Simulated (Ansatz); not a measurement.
System: Al2Cu (I4/mcm, No. 140). Method: PBE (plane waves, PAW; Ansatz, a first-principles code).

Numerical settings: plane-wave cutoff 520 eV, 14×14×14 k mesh, Fermi–Dirac smearing 0.05 eV, no spin polarisation, scalar-relativistic PAW data made under PBE.

Results at a series of volumes:

```
V (Å³/atom)  E − E_lowest (meV/atom)  P (GPa)
-----------  -----------------------  -------
14.316                          8.01     4.46
14.614                          1.93     2.11
14.912                          0.00     0.00
15.211                          1.79    -1.89
15.509                          6.91    -3.58
```

What bulk modulus B0 and pressure derivative B′ does a third-order Birch–Murnaghan fit give?

V0 = 14.912 Å³/atom, B0 = 99.8 GPa, B′ = 4.5 (fit to the energies at full precision).

Shape and atoms are relaxed at each volume.

Measured, for comparison: equilibrium volume per atom 14.78 Å³/atom (temperature not stated, no zero-point or thermal correction, from a published cell, temperature and pressure not stated; as tabulated in James B. Friauf, Journal of the American Chemical Society 49, 3107 (1927)). Computed less measured: equilibrium volume per atom +0.9 %.

Computed values are for the static lattice.

It cost roughly 12 core-minutes of CPU time.
